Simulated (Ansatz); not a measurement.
Start from GaSb in the zinc blende structure (space group F-43m, No. 216; a = 6.1335 Å).

Structures relaxed with plane-wave PAW DFT at the r2SCAN level (Ansatz, a program for electronic structure, 500 eV), no SOC, earlier PAW set.

Base:

Simulated powder pattern, Cu Kα1, λ = 1.54056 Å (kinematic, ideal powder, no thermal factors, no anomalous dispersion; the 8 strongest lines at most, above 2 %, up to 2θ = 90°):

```csv
2θ (°),I/Imax (%),hkl
25.13,100,(111)
29.09,5.8,(200)
41.61,73,(220)
49.23,47,(311)
60.31,12,(400)
66.38,19,(331)
75.94,24,(422)
81.47,14,(511)
```

It is then changed as follows: every lattice vector is shortened by 2.96 %, atoms relaxed at fixed cell.

Question: Predict the new powder pattern.

Answer: 
Simulated powder pattern, Cu Kα1, λ = 1.54056 Å (kinematic, ideal powder, no thermal factors, no anomalous dispersion; the 8 strongest lines at most, above 2 %, up to 2θ = 90°):

| 2θ (°) | I/Imax (%) | hkl |
|---|---|---|
| 25.91 | 100 | (111) |
| 30.00 | 5.8 | (200) |
| 42.94 | 72 | (220) |
| 50.84 | 46 | (311) |
| 62.35 | 12 | (400) |
| 68.68 | 18 | (331) |
| 78.69 | 23 | (422) |
| 84.52 | 14 | (333) |

The indices refer to the base's conventional cell; one index is shown for lines that coincide.

The cells carry an imposed strain or load. Whether these cells are dynamically stable was not tested.
